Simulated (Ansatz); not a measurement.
Base system: BN in the zinc blende structure (space group F-43m, No. 216; a = 3.606 Å).

Method: plane-wave PAW DFT at the PBEsol level (Ansatz, a program for electronic structure, 420 eV), scalar-relativistic without spin-orbit coupling.

Base values:

```
Property               Value
-------------------  -------
Smallest direct gap  8.81 eV
Lattice parameter a  3.606 Å
Band gap             4.30 eV
```

One thing is altered: a negative pressure, −1 GPa.

What does the calculation give for the smallest direct gap after the change?

The smallest direct gap drops by 0.012 eV, from 8.81 eV to 8.79 eV.

How does this affect the lattice parameter a?

The lattice parameter a rises by 0.003 Å to 3.609 Å.

Estimate the effect on the band gap.

The band gap stays 4.30 eV.

Load acts through the strain it causes; cell and atoms are relaxed under it. No phonon test of stability was made.
